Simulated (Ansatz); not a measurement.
Consider GaP in the zinc blende structure (space group F-43m, No. 216; a = 5.4517 Å).

Level of theory: DFT with r2SCAN, PAW potentials and a 500 eV plane-wave cutoff in Ansatz (a quantum-chemistry and plane-wave program), scalar-relativistic without spin-orbit coupling, earlier PAW set.

One change was made to it. Results:

The band gap goes from 1.85 eV to zero; the lattice parameter a falls by 0.544 Å to 4.908 Å.

Task: Which change produced these results?
(A) P → B
(B) P → Mo
(C) P → Sb

Result: A, P → B. For comparison, the lattice parameter a in the other runs: P → Mo gives 5.664 Å; P → Sb gives 6.133 Å.

Spin-orbit coupling, missing from the scalar runs, can matter with Sb. Whether these cells are dynamically stable was not tested. As relaxed here, GaB and GaMo are hypothetical phases, not in the database extracts checked. The final runs are not spin-polarised. An odd electron count without spin: GaMo. GaMo has a high density of states at the Fermi level and may be magnetic at this level.
